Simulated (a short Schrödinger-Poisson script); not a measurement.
Symmetric double-gate stack, Si3N4 on p-type GaN

Stack: symmetric double-gate stack, Si3N4 on p-type GaN, at 77 K.

```tsv
layer	material	thickness (nm)	Na (cm⁻³)
1	Si3N4	6.1	-
2	GaN	8	3e16
3	Si3N4	6.1	-
```

The device is made up for the run: typed textbook-type constants, with dimensions and the other settings drawn at random. Si3N4: permittivity 7.5, conduction-band edge (eV) 2, gap (eV) 5.1, electron mass (mₑ) 0.5. GaN: permittivity 9.5, conduction-band edge (eV) 0, gap (eV) 3.43, Nv at 300 K (cm⁻³) 4.6e19.

Channel valleys (confinement mass, in-plane density-of-states mass, number): Γ 0.2, 0.2, 1. At the gates, both at one voltage, the conduction-band edge of layer 1 lies 2.32 eV − eVg above the Fermi level of the channel. Gaps are held at their typed values at every temperature. Mesh 0.03 nm at interfaces.

From a short Schrödinger-Poisson script (our own, NumPy): 1D Poisson equation in equilibrium, electrons quantum, Hartree (BenDaniel-Duke, 12 states a valley, the channel's in-plane mass for all, wave functions free to enter the dielectric), parabolic valleys, classical holes, full ionisation, no traps, pinning or gate leakage.

```tsv
Vg (V)	electrons (cm⁻²)	C (μF/cm²)	Γ E0 (meV)	Γ E1 (meV)
0.3	5.76e8	0.0149	45.6	115.8
0.45	1.00e12	1.49	-10.8	54.3
0.6	2.43e12	1.55	-28.9	29.4
0.75	3.91e12	1.63	-44.9	7.6
0.9	5.48e12	1.72	-55.8	-8.0
1.05	7.10e12	1.75	-64.3	-20.5
1.2	8.75e12	1.76	-72.5	-32.2
1.35	1.04e13	1.77	-80.8	-43.8
1.5	1.21e13	1.78	-89.3	-55.2
1.65	1.37e13	1.79	-98.0	-66.5
1.8	1.54e13	1.80	-106.9	-77.8
1.95	1.71e13	1.81	-115.9	-89.0
2.1	1.88e13	1.82	-125.0	-100.1
2.25	2.05e13	1.83	-134.1	-111.0
2.4	2.22e13	1.84	-142.9	-121.4
2.55	2.40e13	1.86	-	-
```

Gate voltages with under 1e6 electrons/cm² are left out.

Subbands count from the Fermi level; a dash marks a level above the dielectric's band edge. The capacitance is that of both gates.

In real p-type GaN the Mg acceptor is only partly ionised, and so wide a gap doesn't supply an inversion layer without source and drain.
